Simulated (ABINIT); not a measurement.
A working ABINIT input for KVF3 (Pm-3m, 5 atoms in the cell) (DFT, PBEsol, plane waves, PAW (JTH v2.0 PBE PAW, files made for PBE)):

```
# KVF3, JTH v2.0 PBE PAW
pp_dirpath "./"
pseudos "V.GGA_PBE-JTH.xml, F.GGA_PBE-JTH.xml, K.GGA_PBE-JTH.xml"
acell 4.1310000000 4.1310000000 4.1310000000 Angstrom
rprim
         1.0000000000    0.0000000000    0.0000000000
         0.0000000000    1.0000000000    0.0000000000
         0.0000000000    0.0000000000    1.0000000000
natom 5
ntypat 3
znucl 23 9 19
typat 1 2 2 2 3
xcart
         2.0655000000    2.0655000000    2.0655000000
         2.0655000000    2.0655000000    0.0000000000
         0.0000000000    2.0655000000    2.0655000000
         2.0655000000    0.0000000000    2.0655000000
         0.0000000000    0.0000000000    0.0000000000
      Angstrom
ecut 30
pawecutdg 60
pawxcdev 0
ixc -116133
nsppol 2
spinat
      0 0 2
      0 0 0
      0 0 0
      0 0 0
      0 0 0
occopt 7
tsmear 0.136 eV
nband 30
kptopt 1
ngkpt 5 5 5
nshiftk 1
shiftk 0 0 0
nstep 60
tolvrs 1.0e-11
prtwf 0
prtden 0
```

The run converged in 18 iterations: free energy E − TS -4725.41 eV; pressure -1.48 GPa; size of the cell's spin moment 3.00 μB; site moments (μB, in the program's spheres or projections) V 2.54, F 0.02, F 0.02, F 0.02, K 0.00. Each of these slips is then made, one at a time:

(1)
```diff
-# KVF3, JTH v2.0 PBE PAW
+# KVF3, JTH v2.0 LDA PAW
-pseudos "V.GGA_PBE-JTH.xml, F.GGA_PBE-JTH.xml, K.GGA_PBE-JTH.xml"
+pseudos "V.LDA_PW-JTH.xml, F.LDA_PW-JTH.xml, K.LDA_PW-JTH.xml"
```

(2)
```diff
+cellcharge -1
```

**Question.** What happens in each case?

**Answer.** 
(1) Potentials made for another functional. The run converged in 19 iterations without an error; against the sound input the pressure goes from -1.48 to -1.63 GPa and the size of the net moment stays at 0.60 μB/atom.

(2) An unintended net charge. The run converged in 19 iterations without an error; against the sound input the pressure goes from -1.48 to 28.70 GPa and the size of the net moment goes from 0.60 to 0.72 μB/atom.

The starting cell comes from a database of published, mostly measured structures (it also holds non-ambient and calculated ones), without a prior relaxation at this level. With one magnetic atom in the cell only a parallel order is possible. The potentials were made for another functional than the one used.

Left out of this page: 4 runs of the series outside the window shown, repeating another row's setting, or not comparable; 1 run of the series stopped by limits of time or memory.
